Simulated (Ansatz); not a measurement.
Start from KTaO₃ in the cubic perovskite structure (space group Pm-3m, No. 221; a = 3.9842 Å).

Level of theory: PBEsol, PAW, 420 eV (Ansatz, a quantum-chemistry and plane-wave program; no spin-orbit coupling), earlier PAW set.

Before the change:

Magnetic state: not spin-polarised
Largest site moment: 0.00 μB

Now apply this change: every Ta is replaced by Sc; the structure is relaxed again.

### Question
What happens to the magnetic state?

### Answer
The magnetic state goes from not spin-polarised to ferromagnetic.

### Question
What does the calculation give for the largest site moment after the change?

### Answer
The largest site moment goes from zero to 0.63 μB.

Other magnetic orders, which the real material may have, were not ruled out. No phonon test of stability was made. For KScO3 in this form, whether it has been made was not checked.
